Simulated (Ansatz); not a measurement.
# Short convergence ladders for KCaF3 (P4mm, 5 atoms in the cell)

```xyz
5
Lattice="4.4683 0.0000 0.0000 0.0000 4.4683 0.0000 0.0000 0.0000 4.4683" Properties=species:S:1:pos:R:3 pbc="T T T"
K      2.2341     2.2341     2.2841
Ca     0.0000     0.0000     0.0000
F      0.0000     2.2341     0.0000
F      2.2341     0.0000     0.0000
F      0.0000     0.0000     2.2341
```

Base method: PBEsol, default PAW files made with PBE (plane waves; Ansatz, a quantum-chemistry and plane-wave program).

Base settings: basis.ecutwfc = 420 eV; kpoints.mp_grid.grid = 6 6 6; hamiltonian.xc = pbesol; hamiltonian.pseudopotentials = {kind: paw} (the program's default PAW files); scf.occupations.method = fixed.

The count of work is k-points × plane waves × bands × iterations; it is no time. Core times come from one kind of shared machine, to one figure; runs under 30 s give none.

**The cutoff for other potential files**

Level: DFT, PBEsol, plane waves, harder PAW files (source: ansatz) made with PBE.

In this ladder: hamiltonian.pseudopotentials = {kind: paw, source: ansatz}.

The second cell is the first with its lattice scaled by 0.98.

The mesh stays at the base's, so the ladder's end is converged at best in this setting alone.

The first pressure column holds Ansatz's estimate of the finite-basis (Pulay) stress, which hides part of the cutoff error; the other is without it.

Only quantities that move along the ladder and can be compared are tabulated.

```csv
basis.ecutwfc,free energy less the last step's (meV/atom),energy of the compressed cell less the first (meV/atom),pressure (GPa),pressure without the Pulay estimate (GPa),gap on the mesh (eV),count of work / last,core time / last (rough)
470 eV,1943.48,-20.35,-2.17,-67.99,5.920,0.097,–
580 eV,484.84,-1.22,-1.81,-24.05,6.046,0.14,–
735 eV,53.77,-3.41,-1.98,-5.63,6.069,0.20,–
890 eV,3.61,-3.60,-1.98,-2.36,6.072,0.28,–
1050 eV,0.24,-3.58,-1.98,-1.99,6.072,0.35,0.3
1260 eV,0.15,-3.58,-1.98,-1.98,6.072,0.46,0.5
1575 eV,0.08,-3.58,-1.98,-1.98,6.072,0.65,0.6
2100 eV,0.00,-3.58,-1.98,-1.98,6.072,1.0,1
```

Coarsest basis.ecutwfc that holds the energy of the compressed cell less the first within 2 meV/atom of the last step, with all finer ones: 735 eV, at 0.20 of the last step's count of work; the step before is off by 2.4 meV/atom.

Coarsest basis.ecutwfc that holds the free energy within 1 meV/atom of the last step, with all finer ones: 1050 eV, at 0.35 of the last step's count of work and about 0.3 of the last step's time; the step before is off by 3.6 meV/atom.

Coarsest basis.ecutwfc that holds the gap on the mesh within 0.05 eV of the last step, with all finer ones: 580 eV, at 0.14 of the last step's count of work; the step before is off by 0.15 eV.

The energy difference between the two cells stays within 1 meV/atom of the last step's from 735 eV on, the total only from 1050 eV on: much of the error is common to both cells and cancels.

At the lowest cutoff the pressure without the Pulay estimate lies 66.0 GPa under the last step's, the usual sign of Pulay stress in an incomplete plane-wave basis.

**The density cutoff**

The second cell is the first with its lattice scaled by 0.98.

The mesh stays at the base's, so the ladder's end is converged at best in this setting alone.

Only quantities that move along the ladder and can be compared are tabulated.

```csv
basis.ecutrho_ratio,free energy less the last step's (meV/atom),energy of the compressed cell less the first (meV/atom),pressure (GPa)
2,-4.01,-2.69,-1.46
3,0.13,-3.48,-1.98
4,0.00,-3.49,-1.97
5,0.00,-3.49,-1.97
6,0.00,-3.49,-1.97
8,0.00,-3.49,-1.97
10,0.00,-3.49,-1.97
12,0.00,-3.49,-1.97
16,0.00,-3.49,-1.97
```

Coarsest basis.ecutrho_ratio that holds the pressure within 0.1 GPa of the last step, with all finer ones: 3; the step before is off by 0.51 GPa.

Coarsest basis.ecutrho_ratio that holds the free energy within 1 meV/atom of the last step, with all finer ones: 3; the step before is off by 4.0 meV/atom.

Coarsest basis.ecutrho_ratio that holds the energy of the compressed cell less the first within 0.5 meV/atom of the last step, with all finer ones: 3; the step before is off by 0.80 meV/atom.

The energy difference between the two cells stays within 1 meV/atom of the last step's from 2 on, the total only from 3 on: much of the error is common to both cells and cancels.

**The relaxed cell against the cutoff**

On KCaF₃ (Pm-3m, 5 atoms in the cell): atoms on their sites.

In this ladder: relax = cell and atoms.

The mesh stays at the base's, so the ladder's end is converged at best in this setting alone.

Only quantities that move along the ladder and can be compared are tabulated.

| basis.ecutwfc | relaxed volume (Å³/atom) | relaxation steps |
|---|---|---|
| 250 eV | 17.490 | 24 |
| 295 eV | 17.250 | 15 |
| 355 eV | 17.094 | 11 |
| 420 eV | 17.121 | 6 |
| 505 eV | 17.104 | 4 |
| 630 eV | 17.105 | 4 |
| 840 eV | 17.103 | 4 |

Coarsest basis.ecutwfc that holds the relaxed volume within 0.034 Å³/atom of the last step, with all finer ones: 355 eV; the step before is off by 0.15 Å³/atom.

At the lowest cutoff the cell relaxes to a volume 2.3 % larger than at the highest. Ansatz relaxes on a stress corrected for the finite basis.

On the base run: the starting cell comes from a database of computed structures (which also holds hypothetical and non-ambient phases and stackings), without a prior relaxation at this level. Its lattice was rescaled by up to half a per cent. One atom was moved a little off its site on purpose.

Left out of this page: 1 run of the series failed or unconverged.

Keys are those of Ansatz 0.2.
